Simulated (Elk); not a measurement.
Elk run on HfN (I4mm, 2 atoms in the cell): self-consistent single point.

Computed with Elk 10.2.4 with PBEsol, all-electron FP-LAPW, Elk's shipped species files, default APW+lo basis.

```xyz
2
Lattice="0.0000 2.2487 2.2487 2.2487 0.0000 2.2487 2.2487 2.2487 0.0000" Properties=species:S:1:pos:R:3 pbc="T T T"
Hf     0.0000     0.0000     0.0500
N      2.2487     2.2487     2.2487
```

Reference input (self-consistent single point, DFT, PBEsol, all-electron FP-LAPW, Elk's shipped species files, default APW+lo basis): xctype = 22; rgkmax = 7; stype = 3; swidth = 0.00367493 Ha; ngridk = 6 6 6; rmtscf = 0.84. This run's input differs from it in these lines:

```diff
@@ -39,3 +39,3 @@
 ngridk
-  6 6 6
+  7 7 7
```

Log, with long lists cut:

```
│ Self-consistent loop started │
│ Loop number : 1 │
 total energy                :     -15139.7566837
│ Loop number : 2 │
 total energy                :     -15140.3286656
RMS change in Kohn-Sham potential (target) :    1.812260633     (  0.1000000000E-05)
Absolute change in total energy (target)   :   0.5719818859     (  0.1000000000E-03)
│ Loop number : 3 │
 total energy                :     -15139.7827169
RMS change in Kohn-Sham potential (target) :    1.780195347     (  0.1000000000E-05)
Absolute change in total energy (target)   :   0.4029532373     (  0.1000000000E-03)
│ Loop number : 4 │
   [... lines left out ...]
Absolute change in total energy (target)   :   0.2423374481E-03 (  0.1000000000E-03)
│ Loop number : 15 │
 total energy                :     -15148.0418703
RMS change in Kohn-Sham potential (target) :   0.2168198112E-05 (  0.1000000000E-05)
Absolute change in total energy (target)   :   0.1198936388E-03 (  0.1000000000E-03)
│ Loop number : 16 │
 total energy                :     -15148.0418713
RMS change in Kohn-Sham potential (target) :   0.2718404531E-06 (  0.1000000000E-05)
Absolute change in total energy (target)   :   0.2892188058E-04 (  0.1000000000E-03)
Convergence targets achieved

│ Loop number : 17 │

Energies :
 Fermi                       :     0.545193208149
 total energy                :     -15148.0418599

Density of states at Fermi energy :    17.86868774
 (states/Hartree/unit cell)

Estimated indirect band gap :   0.1011637671E-01
 from k-point      7 to k-point      7
Estimated direct band gap   :   0.1011637671E-01
 at k-point      7

Charges :
 core                        :    48.00000000
 valence                     :    31.00000000
 interstitial                :    3.849830925
 muffin-tins (core leakage)
  species :    1 (Hf)
   atom    1                 :    69.47868358     (  0.1061250632E-04)
  species :    2 (N)
   atom    1                 :    5.671485495     (  0.3929413570E-05)
 total in muffin-tins        :    75.15016907
 total calculated charge     :    78.99593619
 total charge                :    79.00000000
 error                       :   0.4063813538E-02

│ Self-consistent loop stopped │
```

The run converged in 17 iterations. The count includes the last loop, which Elk runs after its targets are met. Against the reference run the free energy goes up by 23.3 meV/atom.

The starting cell has typed, rounded lattice constants, without a prior relaxation at this level. Its lattice was rescaled by up to half a per cent. One atom was moved a little off its site on purpose. Spin-orbit coupling is off. Values depend on the basis (sphere radii, cutoffs, local orbitals), which need not be converged. The log's line on a gap gives a spacing of levels on this mesh, which the program prints for metals too.
